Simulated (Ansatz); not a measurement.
Results of LDA (PAW; Ansatz, a quantum-chemistry and plane-wave program) for NbCl₅ (C2/m, No. 12).

Run with plane-wave cutoff 520 eV, 4×4×6 k mesh (along the axes of the cell as run), Fermi–Dirac smearing 0.01 eV, no spin polarisation, scalar-relativistic PAW data made under PBE.

Cell (relaxed at this level):

```yaml
crystal:
  lattice:
    - [8.87119, -8.63260, 0.02407]
    - [8.87119, 8.63260, 0.02407]
    - [-0.05376, 0.00000, 5.57608]
  atoms:
    - { symbol: Nb, position: [0.88819, 0.11181, 0.00000] }
    - { symbol: Nb, position: [0.11181, 0.88819, 0.00000] }
    - { symbol: Cl, position: [0.00680, 0.20242, 0.76308] }
    - { symbol: Cl, position: [0.79758, 0.99320, 0.23692] }
    - { symbol: Cl, position: [0.99320, 0.79758, 0.23692] }
    - { symbol: Cl, position: [0.20242, 0.00680, 0.76308] }
    - { symbol: Cl, position: [0.05312, 0.05312, 0.23569] }
    - { symbol: Cl, position: [0.94688, 0.94688, 0.76431] }
    - { symbol: Cl, position: [0.19643, 0.58419, 0.25382] }
    - { symbol: Cl, position: [0.41581, 0.80357, 0.74618] }
    - { symbol: Cl, position: [0.80357, 0.41581, 0.74618] }
    - { symbol: Cl, position: [0.58419, 0.19643, 0.25382] }
    - { symbol: Cl, position: [0.38629, 0.38629, 0.27525] }
    - { symbol: Cl, position: [0.61371, 0.61371, 0.72475] }
    - { symbol: Nb, position: [0.22129, 0.44496, 0.50813] }
    - { symbol: Nb, position: [0.55504, 0.77871, 0.49187] }
    - { symbol: Nb, position: [0.77871, 0.55504, 0.49187] }
    - { symbol: Nb, position: [0.44496, 0.22129, 0.50813] }
    - { symbol: Cl, position: [0.33976, 0.53564, 0.74997] }
    - { symbol: Cl, position: [0.46436, 0.66024, 0.25003] }
    - { symbol: Cl, position: [0.66024, 0.46436, 0.25003] }
    - { symbol: Cl, position: [0.53564, 0.33976, 0.74997] }
    - { symbol: Cl, position: [0.28011, 0.28011, 0.74149] }
    - { symbol: Cl, position: [0.71989, 0.71989, 0.25851] }
    - { symbol: Cl, position: [0.86307, 0.25131, 0.25577] }
    - { symbol: Cl, position: [0.74869, 0.13693, 0.74423] }
    - { symbol: Cl, position: [0.13693, 0.74869, 0.74423] }
    - { symbol: Cl, position: [0.25131, 0.86307, 0.25577] }
    - { symbol: Cl, position: [0.08199, 0.46999, 0.76210] }
    - { symbol: Cl, position: [0.53001, 0.91801, 0.23790] }
    - { symbol: Cl, position: [0.91801, 0.53001, 0.23790] }
    - { symbol: Cl, position: [0.46999, 0.08199, 0.76210] }
    - { symbol: Cl, position: [0.13071, 0.32620, 0.26700] }
    - { symbol: Cl, position: [0.67380, 0.86929, 0.73300] }
    - { symbol: Cl, position: [0.86929, 0.67380, 0.73300] }
    - { symbol: Cl, position: [0.32620, 0.13071, 0.26700] }
```

Question: Estimate the band gap and direct gap at Γ that the calculation returns.

Answer: 
band gap: 2.10 eV (on the SCF k mesh)
direct gap at Γ: 2.16 eV

Note: the relaxation could not lower the start's symmetry, so the cell can be a saddle point above a distorted one; the volume lies 11 % below that of the published cell.

Spin–orbit coupling is not included.
